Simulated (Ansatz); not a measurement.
Structures of equal composition on the (111) surface of fcc Al: a pseudomorphic layer of Os in the host's stacking; a pseudomorphic layer of Os in the other hollow. The slabs share one bottom face, and each structure is named by its start. These are constructed structures in small cells; real faces may alloy, dewet or reconstruct in larger ones, and not all known structures of the face are among them. Slabs of about 12 Å, Fermi-Dirac smearing of 0.1 eV. Bottom of the slabs: a bare face, its two planes held. Relaxed from the named starts with such symmetry as they have, on meshes of like density; energies extrapolated to zero smearing; spin only where a row says so; no spin-orbit coupling, no U. Brackets mark spin-polarised runs, whose order is one that fits the cell.

Method: PBE (plane waves to 420 eV, PAW; Ansatz, a program for electronic structure).

Question: Order them by energy per 1x1 cell (lowest first) at the level PBE.

Answer: a pseudomorphic layer of Os in the host's stacking (0.000 eV), a pseudomorphic layer of Os in the other hollow (0.096 eV)
